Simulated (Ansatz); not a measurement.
Si (diamond structure), Σ17 (223) [1-10] symmetric tilt. One Ge atom replaces one Si atom in a bicrystal of 62 atoms (one solute to 62 Å² of one boundary, a high coverage); atoms relaxed, cell held. Energies count from the site farthest from both boundaries, which lies only 5.1 Å away; negative means that the solute is drawn to the site. The cell is neutral, and spin is allowed where the electrons are odd. k-points: Γ-centred 2×6×1 mesh; occupations: Fermi-Dirac, 0.050 eV; spin polarisation not allowed. No spin-orbit coupling.

Sites tried, by distance from the nearest boundary plane (Å): 0.00, 0.00, 1.23, 1.93.

Task: Does Ge segregate by Ansatz (a quantum-chemistry and plane-wave program) with PBE, and with what energy at each site?

Result: 0.00 Å: -0.16 eV; 0.00 Å: -0.05 eV; 1.23 Å: -0.13 eV; 1.93 Å: 0.05 eV. The most favoured site tried binds it by 0.16 eV.
